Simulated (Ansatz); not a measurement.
The parent structure is Rh2Ge (space group Pnma, No. 62).

```yaml
crystal:
  lattice:
    - [5.49141, 0.00000, 0.00000]
    - [0.00000, 4.01063, 0.00000]
    - [0.00000, 0.00000, 7.57793]
  atoms:
    - { symbol: Ge, position: [0.78540, 0.75000, 0.10461] }
    - { symbol: Ge, position: [0.21460, 0.25000, 0.89539] }
    - { symbol: Ge, position: [0.71460, 0.25000, 0.60461] }
    - { symbol: Ge, position: [0.28540, 0.75000, 0.39539] }
    - { symbol: Rh, position: [0.47014, 0.75000, 0.70360] }
    - { symbol: Rh, position: [0.52986, 0.25000, 0.29640] }
    - { symbol: Rh, position: [0.02986, 0.25000, 0.20360] }
    - { symbol: Rh, position: [0.97014, 0.75000, 0.79640] }
    - { symbol: Rh, position: [0.33840, 0.75000, 0.06968] }
    - { symbol: Rh, position: [0.66160, 0.25000, 0.93032] }
    - { symbol: Rh, position: [0.16160, 0.25000, 0.56968] }
    - { symbol: Rh, position: [0.83840, 0.75000, 0.43032] }
```

Calculations: r2SCAN (Ansatz, an electronic-structure program), no spin-orbit coupling, earlier PAW set.

Before the change:

```
Item                             Value
-----------------------------  -------
Shortest interatomic distance  2.469 Å
```

Modification: cell and atoms relaxed at a pressure of 30 GPa.

Task: What does the calculation give for the shortest interatomic distance after the change?

Result: The shortest interatomic distance falls by 0.050 Å (2.469 Å → 2.419 Å).

Load acts through the strain it causes; cell and atoms are relaxed under it. Stability against distortions was not tested. No other phases were tried under pressure. All final runs are without spin polarisation.
